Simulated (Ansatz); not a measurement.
The structure below was relaxed with PBE-D3(BJ) in Ansatz (plane waves to 420 eV, PAW, no spin-orbit coupling), earlier PAW set, at pressure 30 GPa.

```
TaS2
1.0
    3.09527     0.00000     0.00000
   -1.54763     2.68058     0.00000
    0.00000     0.00000     5.12458
Ta S
1 2
Cartesian
  0.00000   0.00000   0.00000
  0.00000   1.78705   1.58240
  1.54763   0.89353   3.54218
```

Q: Find the space group and the Wyckoff positions.

A: Space group P-3m1 (No. 164); a = 3.0953 Å, b = 3.0953 Å, c = 5.1246 Å, α = 90.00°, β = 90.00°, γ = 120.00°

```
atom  site  symmetry       x       y       z
----  ----  --------  ------  ------  ------
Ta      1a      -3m.  0.0000  0.0000  0.0000
S       2d       3m.  0.3333  0.6667  0.3088
```

Load acts through the strain it causes; cell and atoms are relaxed under it. Whether these cells are dynamically stable was not tested. Competing high-pressure phases were not computed. The final runs are not spin-polarised. The cell was made from TaS$_{2}$ in the CdI2 type structure (space group P-3m1, No. 164; layered, stacked along the Cartesian z axis) by this change: pressure 30 GPa.

Ansatz is a quantum-chemistry and plane-wave program.
